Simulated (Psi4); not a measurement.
Psi4 1.11, TPSS/def2-tzvp: Pb(H)(Br) ([Br][PbH]), 3 atoms. The geometry is a generated start, not checked to be a minimum at this level.

- task: energy
- method: tpss
- basis: def2-tzvp
- memory: 3 GB
- maxiter: 100
- keys of the molecule block: symmetry c1
- scf_type: df (default)
- e_convergence: 1e-06 (default)
- d_convergence: 1e-06 (default)
- dft_radial_points: 75 (default)
- dft_spherical_points: 302 (default)
- effective core potentials: those of the basis set, past Kr
- basis functions: 104
- grid points: 64634

```xyz
3

Pb    -0.0916    -0.1961     0.9863
H     -1.3048    -0.8049    -0.2706
Br     1.3964     1.0010    -0.7158
```

With the defaults (diis = true, scf_initial_accelerator = adiis, damping_percentage = 0, level_shift = 0, level_shift_cutoff = 0.01, diis_start = 1, guess = auto, which took SAD, diis_max_vecs = 10) it converges in 10 SCF iterations. One run each on 2 threads, with these changes:
- level_shift = 0.1, level_shift_cutoff = 0.001
- damping_percentage = 60
- level_shift = 0.5, level_shift_cutoff = 0.001
- guess = sap
- diis_start = 4
- guess = huckel
- diis_max_vecs = 20
- diis = false, scf_initial_accelerator = none, damping_percentage = 60
- scf_initial_accelerator = ediis

Problem. Which runs fail or end elsewhere than the default run?

Solution. No convergence: diis = false, scf_initial_accelerator = none, damping_percentage = 60 (the run ends without SCF convergence in 100 iterations). The rest reach the solution of the defaults.

| setting | SCF iterations | end |
|---|---|---|
| level_shift = 0.1, level_shift_cutoff = 0.001 | 9 | same solution |
| the defaults | 10 | same solution |
| level_shift = 0.5, level_shift_cutoff = 0.001 | 10 | same solution |
| diis_max_vecs = 20 | 10 | same solution |
| scf_initial_accelerator = ediis | 10 | same solution |
| guess = huckel | 10 | same solution |
| guess = sap | 13 | same solution |
| diis_start = 4 | 14 | same solution |
| damping_percentage = 60 | 84 | same solution |
| diis = false, scf_initial_accelerator = none, damping_percentage = 60 | 100 | no convergence |
